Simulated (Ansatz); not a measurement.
# HfN under a change: pressure 9 GPa

The parent structure is HfN in the rock salt structure (space group Fm-3m, No. 225; a = 4.502 Å).

Perturbation: a hydrostatic pressure of 9 GPa.

The values are results of PBEsol (Ansatz, a first-principles code), without spin-orbit coupling, not measurements. Settings: 18×18×18 k-points, 0.05 eV Fermi–Dirac smearing.

Volume per atom: 11.07 Å³ (base 11.40 Å³)
Density: 14.44 g/cm³ (base 14.02 g/cm³)
Shortest interatomic distance: 2.229 Å (base 2.251 Å)
Enthalpy H = E + PV relative to the base's energy: +0.63 eV/atom
Band gap: zero (base zero)

Final structure:

```yaml
crystal:
  lattice:
    - [0.00000, 2.22860, 2.22860]
    - [2.22860, 0.00000, 2.22860]
    - [2.22860, 2.22860, 0.00000]
  atoms:
    - { symbol: Hf, position: [0.00000, 0.00000, 0.00000] }
    - { symbol: N, position: [0.50000, 0.50000, 0.50000] }
```

Cost of the whole job for the changed cell (relaxation, final SCF and bands): about 21 core-seconds (a rough figure).

Load acts through the strain it causes; cell and atoms are relaxed under it. No phonon test of stability was made. Competing high-pressure phases were not computed. All final runs are without spin polarisation. An odd electron count without spin: HfN.
